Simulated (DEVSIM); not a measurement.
System: TaN/Al2O3/p-Ge capacitor, at 250 K.

Layer 1 from the left is Al2O3, thickness (nm) 4.70. Layer 2 from the left is Ge, thickness (nm) 1100, Na (cm⁻³) 2.7e17.

Metal gate on the left, work function 4.4 eV. Fixed charge at the semiconductor interface 3.1e11 cm⁻² (in units of +e); no interface traps.

Constants are typed, rounded textbook-type inputs, not results; the design itself was drawn at random and stands for no fabricated device. Values at 300 K; Nc and Nv go as T^1.5, mobilities as T to minus their exponent, the gap by Varshni's rule with the affinity fixed.

Al2O3: gap (eV) 6.8, affinity (eV) 1.35, permittivity 9. Ge: gap (eV) 0.664, affinity (eV) 4, permittivity 16, Nc (cm⁻³) 1.04e19, Nv (cm⁻³) 6e18, Varshni α (eV/K) 0.000477, Varshni β (K) 235.

Model (solved in DEVSIM): 1D Poisson equation in equilibrium, Boltzmann statistics, complete ionisation; no quantum confinement or tunnelling. Metal contacts follow the ideal Schottky-Mott rule: no Fermi-level pinning, no interface dipoles.

Problem. What does the simulation give for the minimum of the low-frequency capacitance, the threshold voltage (band bending 2φF), the flat-band voltage?

Solution. minimum of the low-frequency capacitance 0.231 μF/cm²; threshold voltage (band bending 2φF) 0.45 V; flat-band voltage -0.25 V.
